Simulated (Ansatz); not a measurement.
The starting structures come from a database of crystals and need not be the phases stable at ambient conditions.

 Where the default PAW files enter, the runs use the earlier of Ansatz's two default sets.

By PBEsol, the system below comes out a metal.

The ballistic (Sharvin) conductance counts the channels at the Fermi level: G/A = (e²/h) × channels of both spins per area.

Input:

```
InSb
1.0
    4.34661     0.00000     0.00000
   -2.17330     3.76427     0.00000
    2.17330     1.25476     3.44252
In Sb
1 1
Direct
  0.00000   0.00000   0.00000
  0.00000   0.50000   0.50000
```

Space group of this cell: R-3m. The cell is strained (lengths along the current scaled by 0.97, ions clamped); by PBEsol its mean pressure is -1.3 GPa.

The current flows along the normal of the first two printed cell vectors, the (111) (indices of the unstrained crystal) plane of the conventional cell. No spin-orbit coupling; the value is a mean over 0.1 eV about the Fermi level.

Problem. Give the ballistic conductance per area that PBEsol (Ansatz, a quantum-chemistry and plane-wave program) yields.

Solution. 0.95 × 10¹⁵ S/m² for both spins.
